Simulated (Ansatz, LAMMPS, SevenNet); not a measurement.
## Ladder of methods for the lattice constant a of CsCl-type CoAl

Reference value: 2.861 Å (measured, room temperature, no zero-point or thermal correction; as tabulated in Yamada et al. (2019), arXiv:1910.09660).

| level (code) | value (Å) | difference (%) |
|---|---|---|
| MEAM MoCoNiVFeAlCr_2nn.meam (LAMMPS) | 2.860 | -0.03 |
| SevenNet-l3i5 | 2.854 | -0.24 |
| LDA (Ansatz) | 2.794 | -2.34 |
| PBE (Ansatz) | 2.852 | -0.31 |
| PBE-D3(BJ) (Ansatz) | 2.820 | -1.43 |
| rVV10 (Ansatz) | 2.859 | -0.07 |
| r²SCAN (Ansatz) | 2.823 | -1.33 |
| PBE0 (Ansatz) | 2.809 | -1.82 |
| Hartree–Fock (Ansatz) | 2.845 | -0.56 |

Leaving aside MEAM MoCoNiVFeAlCr_2nn.meam (doubt noted below): The reference is not for a static lattice or low temperature, so close values are not ranked against it. Off by more than 1.25 %, or 1.75 % on the side where a correction would as a rule narrow the miss (bounds picked here): LDA (-2.34 %), PBE0 (-1.82 %).

The reference isn't brought to a static lattice, while the calculations are for one, so the differences are not the levels' errors alone. A static lattice is as a rule a little smaller than the measured one. The crystal itself was run without spin with LDA, PBE, PBE-D3(BJ), rVV10, r²SCAN, PBE0, Hartree–Fock; a magnetic state was not tried in these runs. MEAM MoCoNiVFeAlCr_2nn.meam: the potential file covers more elements than this solid holds. PBE0: the run has no spin polarisation, so it can have missed a magnetic state. Cutoffs and k meshes differ between the levels. Ansatz's density-functional and Hartree–Fock values are scalar-relativistic unless marked +SOC, with PAW data made under PBE.

Empirical potentials (MEAM MoCoNiVFeAlCr_2nn.meam) are fitted to chosen data: where that held the value shown, agreement is built in, and what lay outside the fit can be far off. Machine-learned potentials (SevenNet-l3i5) are trained on DFT data: a solid inside that data is no test of them.

Differences are worked out from the printed values.

Ansatz is a first-principles code.
